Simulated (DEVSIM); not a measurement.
**abrupt Si n-p junction**

System: abrupt Si n-p junction, at 300 K.

```tsv
layer (left to right)	material	thickness (μm)	Nd (cm⁻³)	Na (cm⁻³)	τn (s)	τp (s)
1	Si	4.70	1.2e17	-	6.5e-5	6.5e-5
2	Si	0.230	-	5.6e14	6.5e-5	6.5e-5
```

Left contact: ohmic. Right contact: ohmic. Voltage is applied to the left contact. Recombination: SRH at mid-gap, radiative, Auger. Gap narrowing is on: ΔEg = 6.92 meV × (l + √(l² + 0.5)), l = ln(N/1.3e17 cm⁻³), shared equally by both band edges. Mobility is constant in doping.

Constants are typed, rounded textbook-type inputs, not results; the design itself was drawn at random and stands for no fabricated device. Values at 300 K.

```csv
parameter,Si
gap (eV),1.124
affinity (eV),4.05
permittivity,11.7
Nc (cm⁻³),2.86e19
Nv (cm⁻³),3.1e19
μn (cm²/Vs),1417
μp (cm²/Vs),470
B (cm³/s),4.7e-15
Cn (cm⁶/s),2.8e-31
Cp (cm⁶/s),9.9e-32
```

Simulated with DEVSIM: 1D drift-diffusion, Boltzmann statistics, complete ionisation; no tunnelling, impact ionisation, image-force lowering or self-heating.

The potential step across the device at zero bias is 0.698 V. The largest field in the device at zero bias is 31000 V/cm and the dark forward voltage at 1 A/cm² is 0.373 V. The dark forward voltage at 100 A/cm² comes out as 0.516 V.

Dark reverse current:

```csv
V (V),J (A/cm²)
0.10,1.5e-6
0.25,1.8e-6
0.50,2.2e-6
0.75,2.7e-6
1.00,3.2e-6
1.50,4.0e-6
2.00,4.9e-6
2.50,5.7e-6
3.25,6.9e-6
4.00,8.0e-6
5.00,9.5e-6
```

Dark forward current:

| V (V) | J (A/cm²) |
|---|---|
| -0.05 | -7.1e-6 |
| -0.10 | -5.2e-5 |
| -0.15 | -0.00033 |
| -0.20 | -0.0021 |
| -0.25 | -0.013 |
| -0.30 | -0.077 |
| -0.35 | -0.45 |
| -0.40 | -2.6 |
| -0.45 | -14 |
| -0.50 | -65 |
| -0.55 | -250 |
| -0.60 | -700 |
| -0.65 | -1500 |
| -0.70 | -2600 |
